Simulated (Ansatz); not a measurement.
Several settings converged on CaGa (Cm, 4 atoms in the cell)

```yaml
crystal:
  lattice:
    - [2.11838, -5.64932, 0.00000]
    - [2.11838, 5.64932, 0.00000]
    - [0.00000, 0.00000, 4.31520]
  atoms:
    - { symbol: Ca, position: [0.35566, 0.64434, 0.76159] }
    - { symbol: Ca, position: [0.64434, 0.35566, 0.25000] }
    - { symbol: Ga, position: [0.06499, 0.93501, 0.75000] }
    - { symbol: Ga, position: [0.93501, 0.06499, 0.25000] }
```

Base method: PBEsol, default PAW files made with PBE (plane waves; Ansatz, a quantum-chemistry and plane-wave program).

Base settings: basis.ecutwfc = 420 eV; kpoints.mp_grid.grid = 6 6 6; hamiltonian.xc = pbesol; hamiltonian.pseudopotentials = {kind: paw} (the program's default PAW files); scf.occupations.method = gaussian; scf.occupations.width = 0.1 eV.

The count of work is k-points × plane waves × bands × iterations; it is no time. Core times come from one kind of shared machine, to one figure; runs under 30 s give none.

**The k-point mesh at a smearing width of 0.3 eV**

In this ladder: scf.occupations.width = 0.3 eV.

Only quantities that move along the ladder and can be compared are tabulated.

| kpoints.mp_grid.grid | free energy less the last step's (meV/atom) | largest difference of a force vector from the last step's (eV/Å) | count of work / last | core time / last (rough) |
|---|---|---|---|---|
| 3 3 3 | 36.29 | 0.261 | 0.0098 | – |
| 4 4 3 | 34.06 | 0.148 | 0.017 | – |
| 4 4 4 | 11.39 | 0.085 | 0.023 | – |
| 5 5 5 | 0.78 | 0.042 | 0.038 | – |
| 6 6 6 | 0.62 | 0.014 | 0.066 | – |
| 8 8 7 | 1.12 | 0.006 | 0.13 | – |
| 9 9 8 | 0.81 | 0.005 | 0.18 | 0.2 |
| 13 13 12 | 0.13 | 0.001 | 0.54 | 0.3 |
| 16 16 15 | 0.00 | 0.000 | 1.0 | 1 |

Coarsest kpoints.mp_grid.grid that holds the free energy within 2 meV/atom of the last step, with all finer ones: 5 5 5, at 0.038 of the last step's count of work; the step before is off by 11 meV/atom.

Coarsest kpoints.mp_grid.grid that holds the forces within 0.005 eV/Å of the last step, with all finer ones: 9 9 8, at 0.18 of the last step's count of work and about 0.2 of the last step's time; the step before is off by 0.006 eV/Å.

**The width of Gaussian smearing**

In this ladder: kpoints.mp_grid.grid = 10 10 10.

Narrow widths need finer meshes than wide ones, so the last steps can hold mesh noise.

Only quantities that move along the ladder and can be compared are tabulated; pressure and forces are left out, as mesh noise rules them at narrow widths.

```csv
scf.occupations.width,free energy less the last step's (meV/atom)
1 eV,-159.19
0.5 eV,-39.39
0.3 eV,-14.08
0.2 eV,-6.27
0.1 eV,-1.38
0.05 eV,0.00
```

Widest scf.occupations.width that holds the free energy within 5 meV/atom of the last step, with all finer ones: 0.1 eV; the step before is off by 6.3 meV/atom.

**The mesh under tetrahedron occupations**

In this ladder: scf.occupations.method = tetrahedron; scf.occupations.width = default.

Only quantities that move along the ladder and can be compared are tabulated.

| kpoints.mp_grid.grid | free energy less the last step's (meV/atom) | largest difference of a force vector from the last step's (eV/Å) | count of work / last | core time / last (rough) |
|---|---|---|---|---|
| 4 4 3 | 34.89 | 0.112 | 0.012 | – |
| 4 4 4 | 13.11 | 0.071 | 0.014 | – |
| 5 5 5 | 0.44 | 0.037 | 0.023 | – |
| 7 7 6 | 2.65 | 0.011 | 0.051 | – |
| 8 8 8 | 0.76 | 0.013 | 0.087 | – |
| 10 10 9 | 0.96 | 0.009 | 0.15 | 0.1 |
| 13 13 12 | 0.62 | 0.016 | 0.32 | 0.2 |
| 16 16 14 | 0.27 | 0.003 | 0.56 | 0.4 |
| 19 19 18 | 0.00 | 0.000 | 1.0 | 1 |

Coarsest kpoints.mp_grid.grid that holds the free energy within 2 meV/atom of the last step, with all finer ones: 8 8 8, at 0.087 of the last step's count of work; the step before is off by 2.7 meV/atom.

Coarsest kpoints.mp_grid.grid that holds the forces within 0.02 eV/Å of the last step, with all finer ones: 7 7 6, at 0.051 of the last step's count of work; the step before is off by 0.037 eV/Å.

On the base run: the starting cell comes from a database of computed structures (which also holds hypothetical and non-ambient phases and stackings), without a prior relaxation at this level. Its lattice was rescaled by up to half a per cent. One atom was moved a little off its site on purpose. Ansatz's pressure includes its estimate of the finite-basis (Pulay) stress.

Left out of this page: 2 runs of the series outside the window shown, repeating another row's setting, or not comparable.

Keys are those of Ansatz 0.2.
